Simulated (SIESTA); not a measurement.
Band structure of Tc₃N (P-6m2, 4 atoms in the cell).

```
Tc3N
1.0
    2.79779     0.00000     0.00000
   -1.39889     2.42296     0.00000
    0.00000     0.00000     7.03934
Tc N
3 1
Direct
  0.00000   0.00000   0.50000
  0.66667   0.33333   0.80333
  0.66667   0.33333   0.19667
  0.00000   0.00000   0.00000
```

Method: GGA PBEsol, numerical atomic orbitals DZP, PseudoDojo PBEsol standard norm-conserving potentials (rewritten from UPF to PSML) in SIESTA.

Settings: XC.functional = GGA; XC.authors = PBEsol; potentials = PseudoDojo PBEsol standard; PAO.BasisSize = DZP; PAO.EnergyShift = 0.01 Ry; MeshCutoff = 300 Ry; kgrid.MonkhorstPack = 14 14 5; OccupationFunction = MP; OccupationMPOrder = 0; ElectronicTemperature = 580.23 K; MaxSCFIterations = 150; SCF.Mixer.Method = Pulay; SCF.Mixer.Weight = 0.25; SCF.Mixer.History = 6.

The starting cell comes from a database of computed structures (which also holds hypothetical and non-ambient phases and stackings), without a prior relaxation at this level. Spin polarisation is off. Values carry the incompleteness of an atom-centred basis.

Levels in eV from the Fermi level, bands 22 to 27:
```
point     22     23     24     25     26     27
-----  -----  -----  -----  -----  -----  -----
Γ      -1.77  -1.77  -0.76  -0.76  -0.69  -0.18
M      -1.86  -0.90  -0.26   1.60   1.80   2.45
K      -2.16  -1.69  -0.58   1.20   1.43   1.48
A      -1.81  -1.81  -1.52  -1.52  -1.18  -0.22
L      -0.79  -0.36  -0.24  -0.23   2.02   2.06
H      -2.46  -1.54  -0.73  -0.21   1.05   1.73
```

Bands cross the Fermi level along this path, so the cell is metallic at this level.

Higher empty bands are left out: an atom-centred basis made for the valence describes them poorly.
